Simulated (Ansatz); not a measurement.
**By hand: formation energy of N_i in Al (fcc, Fm-3m)**

We look at the formation energy of N_i in Al (fcc, Fm-3m). Reaction: 64 Al (fcc) + 1/2 N2 (gas) → cell A.

A: a supercell of 64 sites of Al (fcc, Fm-3m) with N off the lattice sites (6 Al at 2.07 Å); spin state with PBE: run without spin.

Ansatz (an electronic-structure program) with PAW potentials; structures come from PBE relaxations, nuclei static, no net charge. Ansatz runs with its default PAW set. Other levels take these structures. The lattices are those relaxed with PBE, so at other levels the solids can be strained, which adds to the spread. Larger cells are relaxed from a start prepared with the learned potential CHGNet, on a coarser mesh till forces fall under 0.03 eV/Å, which some starts already meet. A dispersion term (D3(BJ), or D4 for r2SCAN) was computed beside these levels and is taken off wherever the name lacks it. Mesh and cell size may move defect energies by 0.1 eV or more. Cell A has symmetry Fm-3m within 0.02 Å and got no random move, so less symmetric positions, which may lie lower, weren't tried.

Total energies of the cells in eV, at zero smearing width. They compare only within one column; the weights balance every element.

```json
[
 {"cell": "A: Al:N_i", "atoms": "65", "weight": "+1", "PBE": "-34784.31981", "PBE+D3(BJ)": "-34806.13512"},
 {"cell": "Al (fcc)", "atoms": "64", "weight": "−1", "PBE": "-34400.48348", "PBE+D3(BJ)": "-34422.01613"},
 {"cell": "N2 (gas)", "atoms": "2", "weight": "−1/2", "PBE": "-768.02626", "PBE+D3(BJ)": "-768.03814"}
]
```

PBE: (-34784.31981) − (-34400.48348) − 1/2 × (-768.02626) = 0.177 eV.

PBE+D3(BJ): (-34806.13512) − (-34422.01613) − 1/2 × (-768.03814) = -0.100 eV.
